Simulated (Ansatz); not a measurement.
Start from HfSi$_{2}$ (space group Cmcm, No. 63; a = 3.6825 Å, b = 14.5985 Å, c = 3.6583 Å).

Computed with PBE (Ansatz, a first-principles code), no SOC, earlier PAW set.

Before the change:

| Item | Value |
|---|---|
| Shortest interatomic distance | 4.575 bohr |
| Density | 7.93 g/cm³ |
| Band gap | zero |

Now apply this change: cell and atoms relaxed at a pressure of 50 GPa.

Q: What happens to the shortest interatomic distance?

A: The shortest interatomic distance falls by 0.149 bohr (4.575 bohr → 4.426 bohr).

Q: How does this affect the density?

A: The density increases by 2.20 g/cm³ (7.93 g/cm³ → 10.13 g/cm³).

Q: How does this affect the band gap?

A: The band gap stays zero.

Load acts through the strain it causes; cell and atoms are relaxed under it. No phonon test of stability was made. No other phases were tried under pressure. All final runs are without spin polarisation.
